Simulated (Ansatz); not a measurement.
## 4H silicon carbide: the defect Pb on the Si site + C vacancy (Pb_Si+V_C)

Computed with PBE, PAW (plane waves to 420 eV; Ansatz, an electronic-structure program). Cell: 96 sites, 3×2×1; final energies on a 2×2×2 shifted mesh. Sites at the start: the Si(k) site; C(k) 1.90 Å away, along c. Finite-size correction: monopole term and site-potential alignment. Dielectric constants: PBE linear response of the host. Host gap at this level: 2.23 eV. A cell of this size leaves errors of a few tenths of an eV. The semilocal functional narrows the gap, so deep levels can fall outside it. Spin–orbit coupling is left out, which matters for these heavy elements. Each state is the lowest found from its start.

```
charge         moment (μB)  largest move off a lattice site (Å)  image correction with alignment (eV)  above the lowest spin state (eV)
------  ------------------  -----------------------------------  ------------------------------------  --------------------------------
+2      not spin-polarised                                 0.42                                  1.02                              0.00
+1                     1.0                                 0.44                                  0.34                              0.00
0       not spin-polarised                                 0.38                                  0.02                              0.00
0                      2.0                                 0.47                                  0.01                              0.17
−1                     1.0                                 0.33                                  0.03                              0.00
```

Transition levels above the valence-band maximum: ε(+2/+1) = 1.01 eV; ε(+1/0) = 1.27 eV; ε(0/−1) = 1.92 eV. On the lower envelope of the bound states, inside the gap: (+2/+1) at 1.01 eV; (+1/0) at 1.27 eV; (0/−1) at 1.92 eV.

Flagged in the runs: a host whose relaxation on this sampling wasn't shown to rest.

All states together cost about 3 core-hours (a rough figure).
